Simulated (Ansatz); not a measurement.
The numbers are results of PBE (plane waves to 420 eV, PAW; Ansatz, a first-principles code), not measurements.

Plane-averaged electrostatic potential energy along the normal, in eV from the Fermi level, for S on the 1x1 (0001) surface of hcp Co, ferromagnetic, one in a 2x2 cell, started at the site 'hollow Co-Co-Co':

| z (Å) | V (eV) |
|---|---|
| 5.38 | 4.96 |
| 5.67 | 4.96 |
| 5.95 | 4.96 |
| 6.23 | 4.96 |
| 6.52 | 4.95 |
| 6.80 | 4.94 |
| 7.08 | 4.91 |
| 7.37 | 4.85 |
| 7.65 | 4.73 |
| 7.93 | 4.49 |
| 8.22 | 3.99 |
| 8.50 | 2.98 |
| 8.78 | 0.87 |
| 9.07 | -4.86 |
| 9.35 | -13.72 |
| 9.63 | -19.74 |
| 9.92 | -19.45 |
| 10.20 | -13.06 |
| 10.48 | -4.75 |
| 10.77 | -1.56 |
| 11.05 | -6.25 |
| 11.33 | -14.77 |
| 11.62 | -20.18 |
| 11.90 | -19.15 |
| 12.18 | -12.21 |
| 12.47 | -3.83 |
| 12.75 | -0.63 |
| 13.03 | -4.13 |
| 13.32 | -12.57 |
| 13.60 | -19.30 |
| 13.88 | -20.00 |
| 14.17 | -14.35 |
| 14.45 | -5.81 |
| 14.73 | -1.30 |
| 15.02 | -4.38 |
| 15.30 | -12.70 |
| 15.58 | -19.35 |
| 15.87 | -20.04 |
| 16.15 | -14.43 |
| 16.43 | -5.96 |
| 16.72 | -1.31 |
| 17.00 | -0.89 |
| 17.28 | -0.59 |
| 17.57 | -0.01 |
| 17.85 | 1.30 |
| 18.13 | 3.37 |
| 18.42 | 4.56 |
| 18.70 | 5.03 |
| 18.98 | 5.21 |
| 19.27 | 5.29 |
| 19.55 | 5.32 |
| 19.83 | 5.33 |
| 20.12 | 5.34 |
| 20.40 | 5.34 |
| 20.68 | 5.34 |
| 20.97 | 5.34 |
| 21.25 | 5.34 |
| 21.53 | 5.34 |
| 21.82 | 5.34 |

Slab: 17 atoms, 6.0 Å thick at the start under the adsorbate (thin: gaps and levels are the slab's own); k 7x7x1, smearing 0.1 eV, dipole-corrected; 8 atoms held, the rest relaxed; symmetry of the start imposed; spin-polarised, no spin-orbit, no U, no dispersion correction. At the end it is bonded to 3 Co. In PBE it is, or lies within 0.03 eV of, the lowest of the starts that converged.

Question: The surface cell has an area of 21.53 Å². What dipole along the normal does the step between the two vacuum levels imply?

Answer: the top vacuum level lies 0.38 eV above the bottom one; p = −ε₀ A ΔV (ε₀ = 0.005526 e/(V·Å)) gives -0.04 e·Å a cell.
